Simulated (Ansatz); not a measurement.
Elastic constant C13 of NiAs-type NiSb at several levels of theory

No measured value is used here.

```
level (code)         value (GPa)  cell (Å³/atom)
-------------------  -----------  --------------
LDA (Ansatz)                98.2           16.38
PBE (Ansatz)                77.4           17.65
PBE-D3(BJ) (Ansatz)         85.6           16.97
r²SCAN (Ansatz)             82.0           17.13
```

The crystal itself was run without spin with LDA, PBE, PBE-D3(BJ), r²SCAN; a magnetic state was not tried in these runs. PBE-D3(BJ): the dispersion coefficients are held fixed in the derivatives. Each level is taken at its own relaxed cell. Cutoffs differ between the levels. Ansatz's density-functional and Hartree–Fock values are scalar-relativistic unless marked +SOC, with PAW data made under PBE.

Ansatz is a program for electronic structure.
